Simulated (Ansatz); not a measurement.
Base system: MgTe in the zinc blende structure (space group F-43m, No. 216; a = 6.4393 Å). Axes: x, y, z lie along the cube axes.

It is then changed as follows: the cell is stretched by 0.50 % along z with no lateral relaxation, atoms relaxed at fixed cell.

Level of theory: PBEsol (Ansatz, a program for electronic structure, PAW, without spin-orbit coupling).

### Question
Give the band edges at the high-symmetry points of the new zone, measured from its valence-band maximum.

### Answer
```csv
point,valence edge (eV),conduction edge (eV)
Γ,0.00,2.32
X,-1.21,2.71
P,-1.48,4.45
N,-0.41,3.16
M,-1.18,2.72
S,-0.95,3.38
S₀,-0.95,3.38
R,-1.48,4.48
G,-1.48,4.48
```

The gap is 2.32 eV, direct at Γ.

With Te present, leaving out spin-orbit coupling can change the band edges. The cells carry an imposed strain or load. Stability against distortions was not tested. k-point labels follow each cell's own Brillouin zone.
